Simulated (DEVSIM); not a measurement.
System: TaN/Al2O3/p-Ge capacitor, at 300 K.

| layer (left to right) | material | thickness (nm) | Na (cm⁻³) |
|---|---|---|---|
| 1 | Al2O3 | 2.60 | - |
| 2 | Ge | 15000 | 1.5e15 |

Metal gate on the left, work function 4.4 eV. Fixed charge at the semiconductor interface 1.3e11 cm⁻² (in units of +e); no interface traps.

The device is made up for the run: typed textbook-type constants, with dimensions and the other settings drawn at random. Values at 300 K; Nc and Nv go as T^1.5, mobilities as T to minus their exponent, the gap by Varshni's rule with the affinity fixed.

| parameter | Al2O3 | Ge |
|---|---|---|
| gap (eV) | 6.8 | 0.664 |
| affinity (eV) | 1.35 | 4 |
| permittivity | 9 | 16 |
| Nc (cm⁻³) | - | 1.04e19 |
| Nv (cm⁻³) | - | 6e18 |
| Varshni α (eV/K) | - | 0.000477 |
| Varshni β (K) | - | 235 |

DEVSIM, 1D Poisson equation in equilibrium, Boltzmann statistics, complete ionisation; no quantum confinement or tunnelling. Metal contacts follow the ideal Schottky-Mott rule: no Fermi-level pinning, no interface dipoles.

Base results: threshold voltage (band bending 2φF) (V) 0.17; flat-band voltage (V) -0.06; capacitance of the dielectric stack (μF/cm²) 3.06; minimum of the low-frequency capacitance (μF/cm²) 0.0383.

### Question
What follows from this one change: Al2O3 thickness 0.0026 → 0.0022 μm?

### Answer
threshold voltage (band bending 2φF) little changed (0.17 V); flat-band voltage little changed (-0.06 V); capacitance of the dielectric stack 3.06 → 3.62 μF/cm²; minimum of the low-frequency capacitance little changed (0.0384 μF/cm²).

### Question
What follows from this one change: gate work function 4.4 → 4.1 eV?

### Answer
threshold voltage (band bending 2φF) 0.17 → -0.13 V; flat-band voltage -0.06 → -0.36 V; capacitance of the dielectric stack little changed (3.06 μF/cm²); minimum of the low-frequency capacitance little changed (0.0383 μF/cm²).

### Question
What follows from this one change: temperature 300 → 450 K?

### Answer
threshold voltage (band bending 2φF) 0.17 → 0.09 V; flat-band voltage -0.06 → 0.08 V; capacitance of the dielectric stack little changed (3.06 μF/cm²); minimum of the low-frequency capacitance 0.0383 → 0.251 μF/cm².

### Question
What follows from this one change: substrate doping 1.5e+15 → 3e+14 cm^-3?

### Answer
threshold voltage (band bending 2φF) 0.17 → 0.12 V; flat-band voltage -0.06 → -0.01 V; capacitance of the dielectric stack little changed (3.06 μF/cm²); minimum of the low-frequency capacitance 0.0383 → 0.0256 μF/cm².
